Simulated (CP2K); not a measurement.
Band structure of Ca3In (Fm-3m, 4 atoms in the cell).

```yaml
crystal:
  lattice:
    - [5.70794, 0.00000, 0.00000]
    - [2.85397, 4.94322, 0.00000]
    - [2.85397, 1.64774, 4.66051]
  atoms:
    - { symbol: Ca, position: [0.25000, 0.25000, 0.25000] }
    - { symbol: Ca, position: [0.75000, 0.75000, 0.75000] }
    - { symbol: Ca, position: [0.50000, 0.50000, 0.50000] }
    - { symbol: In, position: [0.00000, 0.00000, 0.00000] }
```

Computed with LDA (Pade form), GPW, DZVP-MOLOPT-SR-GTH basis, GTH-PADE potentials (GTH_POTENTIALS) in CP2K 2026.2.

Settings: CUTOFF = 500 Ry; REL_CUTOFF = 50 Ry; SMEAR/METHOD = FERMI_DIRAC; ELECTRONIC_TEMPERATURE = 1160.45 K; KPOINTS/SCHEME = MONKHORST-PACK 5 5 5; XC_FUNCTIONAL = PADE; Ca/BASIS_SET = DZVP-MOLOPT-SR-GTH; Ca/POTENTIAL = GTH-PADE-q10; In/BASIS_SET = DZVP-MOLOPT-SR-GTH; In/POTENTIAL = GTH-PADE-q13; METHOD = GPW; EPS_DEFAULT = 1e-10; EXTRAPOLATION = USE_GUESS; NGRIDS = 5.

The starting cell comes from a database of computed structures (which also holds hypothetical and non-ambient phases and stackings), without a prior relaxation at this level. Values carry the incompleteness of an atom-centred basis.

Levels in eV from the Fermi level, bands 18 to 23:
| point | 18 | 19 | 20 | 21 | 22 | 23 |
|---|---|---|---|---|---|---|
| Γ | -6.08 | -0.54 | -0.54 | -0.54 | 0.30 | 0.30 |
| X | -4.95 | -2.61 | -1.08 | -0.63 | -0.63 | -0.47 |
| W | -4.91 | -2.02 | -2.02 | -1.65 | 0.17 | 0.89 |
| K | -4.94 | -2.31 | -2.05 | -0.67 | -0.56 | 0.76 |
| L | -5.15 | -3.02 | -0.73 | -0.73 | 0.75 | 0.78 |
| U | -4.94 | -2.31 | -2.05 | -0.67 | -0.56 | 0.76 |

Bands cross the Fermi level along this path, so the cell is metallic at this level.

Higher empty bands are left out: an atom-centred basis made for the valence describes them poorly.
